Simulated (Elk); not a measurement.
A self-consistent single point of Tb (P-3m1, 2 atoms in the cell) with Elk.

Level of theory: Elk 10.2.4 with PBEsol, all-electron FP-LAPW, Elk's shipped species files, default APW+lo basis.

```
CELL_PARAMETERS angstrom
      1.79460    -3.10834     0.00000
      1.79460     3.10834     0.00000
      0.00000     0.00000     5.67293
ATOMIC_POSITIONS crystal
  Tb 0.33333 0.66667 0.25881
  Tb 0.66667 0.33333 0.75000
```
Moments meant for the start (each program seeds them in its own way; μB, in the order of the atoms Tb Tb): 6.0 6.0.

Reference input (self-consistent single point, DFT, PBEsol, all-electron FP-LAPW, Elk's shipped species files, default APW+lo basis): xctype = 22; spinpol = true; swidth = 0.00367493 Ha; ngridk = 4 4 2; reducebf = 0.5; nempty = 12 per atom; maxscl = 100; bfcmt = [[0.0, 0.0, -3.0], [0.0, 0.0, -3.0]]. This run's input differs from it in these lines:

```diff
@@ -11,2 +11,5 @@
   0.5
+
+lmaxo
+  5
```

Output (repeated stretches shortened):

```
│ Self-consistent loop started │
│ Loop number : 1 │
 total energy                :     -23225.8967207
 total moment                :    14.50007415
│ Loop number : 2 │
 total energy                :     -23236.2946769
 total moment                :    14.57901495
RMS change in Kohn-Sham potential (target) :    3.013991717     (  0.1000000000E-05)
Absolute change in total energy (target)   :    10.39795610     (  0.1000000000E-03)
│ Loop number : 3 │
 total energy                :     -23234.2753167
 total moment                :    14.46775288
RMS change in Kohn-Sham potential (target) :    2.988127392     (  0.1000000000E-05)
   [... lines left out ...]
│ Loop number : 98 │
 total energy                :     -23430.4178699
 total moment                :   -11.98280030
RMS change in Kohn-Sham potential (target) :   0.2635408859E-03 (  0.1000000000E-05)
Absolute change in total energy (target)   :   0.2462018987E-02 (  0.1000000000E-03)
│ Loop number : 99 │
 total energy                :     -23430.5025530
 total moment                :   -11.96897161
RMS change in Kohn-Sham potential (target) :   0.4161146997E-03 (  0.1000000000E-05)
Absolute change in total energy (target)   :   0.8529858544E-01 (  0.1000000000E-03)
│ Loop number : 100 │
Reached self-consistent loops maximum

Energies :
 Fermi                       :     0.227973766118
 xc effective B-field        :    -0.911631399529
 external B-field            :      0.00000000000
 total energy                :     -23430.4079478
 (external B-field energy excluded from total)

Density of states at Fermi energy :    518.3670669
 (states/Hartree/unit cell)

   [... lines left out ...]
Estimated indirect band gap :   0.1807998089E-03
   [... lines left out ...]
Estimated direct band gap   :   0.3327353875E-03
 at k-point      4

Charges :
 core                        :    92.00000000
 valence                     :    38.00000000
 interstitial                :    3.765956719
 muffin-tins (core leakage)
  species :    1 (Tb)
   atom    1                 :    63.11702164     (  0.7092087785E-05)
   atom    2                 :    63.11702164     (  0.7092087785E-05)
 total in muffin-tins        :    126.2340433
 total calculated charge     :    129.9535008
 total charge                :    130.0000000
 error                       :   0.4649917035E-01

Moments :
 interstitial                :  -0.2977117323
 muffin-tins
  species :    1 (Tb)
   atom    1                 :   -5.840010463
   atom    2                 :   -5.840010463
 total in muffin-tins        :   -11.68002093
 total moment                :   -11.97773266

│ Self-consistent loop stopped │
```

The run ended unconverged after 100 iterations. 

The starting cell has typed, rounded lattice constants, without a prior relaxation at this level. Its lattice was rescaled by up to half a per cent. One atom was moved a little off its site on purpose. Spin-orbit coupling is off. Values depend on the basis (sphere radii, cutoffs, local orbitals), which need not be converged.

Cost on one core of a shared machine: roughly 50 s.
